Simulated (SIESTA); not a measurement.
Band structure of ZnO (P6_3mc, 4 atoms in the cell).

```
CELL_PARAMETERS angstrom
      3.16451     0.00000     0.00000
     -1.58225     2.74055     0.00000
      0.00000     0.00000     5.10456
ATOMIC_POSITIONS crystal
  Zn 0.66667 0.33333 0.50059
  Zn 0.33333 0.66667 0.00059
  O  0.66667 0.33333 0.87972
  O  0.33333 0.66667 0.37972
```

Level of theory: GGA PBE, numerical atomic orbitals DZP, PseudoDojo PBE standard norm-conserving potentials (rewritten from UPF to PSML) (SIESTA).

Settings: XC.functional = GGA; XC.authors = PBE; potentials = PseudoDojo PBE standard; PAO.BasisSize = DZP; PAO.EnergyShift = 0.01 Ry; MeshCutoff = 350 Ry; kgrid.MonkhorstPack = 10 10 5; OccupationFunction = FD; ElectronicTemperature = 10 K; MaxSCFIterations = 150; SCF.Mixer.Method = Pulay; SCF.Mixer.Weight = 0.2; SCF.Mixer.History = 6; SCF.DM.Tolerance = 1.0E-04.

The starting cell comes from a database of computed structures (which also holds hypothetical and non-ambient phases and stackings), without a prior relaxation at this level. Its lattice was rescaled by a random factor within 2.5 % of one. Values carry the incompleteness of an atom-centred basis.

Q: Predict the gap along the standard path and the places of the band edges.

A: The gap along the path is 1.25 eV, direct at Γ to within 0.01 eV.

Levels in eV from the top of the valence band on the path, bands 23 to 27:
| point | 23 | 24 | 25 | 26 | 27 |
|---|---|---|---|---|---|
| Γ | -0.85 | -0.08 | 0.00 | 0.00 | 1.25 |
| M | -3.06 | -2.47 | -1.42 | -0.93 | 6.79 |
| K | -3.77 | -2.09 | -2.09 | -1.90 | 8.66 |
| A | -0.43 | -0.43 | -0.43 | -0.43 | 4.05 |
| L | -1.64 | -1.64 | -1.50 | -1.50 | 6.43 |
| H | -2.94 | -2.94 | -1.38 | -1.38 | 8.74 |

Higher empty bands are left out: an atom-centred basis made for the valence describes them poorly.
